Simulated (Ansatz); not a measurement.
Habitual settings against a tight run: FeAl (Pm-3m, 2 atoms in the cell)

Self-consistent single point.

```xyz
2
Lattice="2.8547 0.0000 0.0000 0.0000 2.8547 0.0000 0.0000 0.0000 2.8547" Properties=species:S:1:pos:R:3 pbc="T T T"
Al     1.4274     1.4274     1.4274
Fe     0.0000     0.0000     0.0000
```

Computed with PBE, PAW files (plane waves; Ansatz, an electronic-structure program).

Base settings: basis.ecutwfc = 420 eV; kpoints.mp_grid.grid = 8 8 8; hamiltonian.xc = pbe; hamiltonian.pseudopotentials = {kind: paw} (the program's default PAW files); scf.occupations.method = cold; scf.occupations.width = 0.272 eV.

Tight run (finer mesh or higher cutoff; not a proven limit): basis.ecutwfc: 420 eV → 590 eV; kpoints.mp_grid.grid: 8 8 8 → 11 11 11; scf.convergence.dr2_threshold: default (1e-07 eV) → 1e-09 eV. It gave Fermi level (on the code's own zero) 14.20 eV; pressure 2.46 GPa.

Quick runs, as changes from the base:
- A: the base itself
- B: basis.ecutwfc: 420 eV → 295 eV; hamiltonian.xc: pbe → lda [LDA (PW92)]
- C: basis.ecutwfc: 420 eV → 335 eV; kpoints.mp_grid.grid: 8 8 8 → 6 6 6; scf.occupations.width: 0.272 eV → 0.5 eV; kpoints.mp_grid.shift: default → 0.5 0.5 0.5
- D: basis.ecutwfc: 420 eV → 210 eV; kpoints.mp_grid.grid: 8 8 8 → 4 4 4; scf.occupations.method: cold → methfessel_paxton; scf.occupations.width: 0.272 eV → 0.5 eV; kpoints.mp_grid.shift: default → 0.5 0.5 0.5
- E: basis.ecutwfc: 420 eV → 210 eV
- F: basis.ecutwfc: 420 eV → 250 eV; kpoints.mp_grid.grid: 8 8 8 → 3 3 3

Energies are extrapolated to zero smearing width, which holds to low order in the width alone.

Dashes: energy of B, another energy zero.

† marks runs with another functional, U, potentials or spin treatment: their distance from the tight run is not a convergence error alone.

The count of work is k-points × plane waves × bands × iterations; it is no time. 

Pressures in the table are Ansatz's without its Pulay estimate, at a fixed set of plane waves; the tight run's value above holds the estimate.

The starting cell has typed, rounded lattice constants, without a prior relaxation at this level. Its lattice was rescaled by a random factor within 2.5 % of one. Spin polarisation is off.

```tsv
run	energy less tight (meV/atom)	pressure less tight (GPa)	count of work / tight
A	10.6	0.15	0.34
B†	–	-35.22	0.19
C	32.8	-4.00	0.072
D	4766.8	-291.38	0.014
E	4506.2	-282.09	0.13
F	1255.3	-98.90	0.015
```

Among the runs at the tight run's level, the energy misses run from 10.6 to 4766.8 meV/atom.

Keys are those of Ansatz 0.2.
